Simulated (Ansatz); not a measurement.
The starting structures come from a database of crystals and need not be the phases stable at ambient conditions.

 Where the default PAW files enter, the runs use the earlier of Ansatz's two default sets.

Tunnelling through a barrier is set by its complex band structure: the current falls as exp(−2κd) with the smallest κ.

Given:

```xyz
3
Lattice="3.2791 0.0000 0.0000 -1.6395 7.3880 1.6073 1.6395 0.4827 2.7985" Properties=species:S:1:pos:R:3 pbc="T T T"
W      0.0000     0.0000     0.0000
Se     0.0000     5.8883     2.8266
Se     1.6395     1.8215     0.6464
```

Space group of this cell: P-6m2. The cell was relaxed by PBE-D3(BJ); by r2SCAN its mean pressure is 1.3 GPa.

Transport runs along the normal of the first two printed cell vectors, the (101) plane of the conventional cell.

The gap is the functional's own, uncorrected, and κ follows it; spin-orbit coupling is left out. Mid-gap values are interpolated between the computed energies.

Problem. Predict the band gap and the smallest decay constant κ at mid-gap from Ansatz (a quantum-chemistry and plane-wave program) with r2SCAN.

Solution. Gap 1.38 eV on a 12×12×12 mesh; κ = 0.205 1/Å, at (-0.300, 0.250) of the in-plane reciprocal vectors. At the zone centre, at the nearest computed energy, the slowest state has κ = 0.31 1/Å.
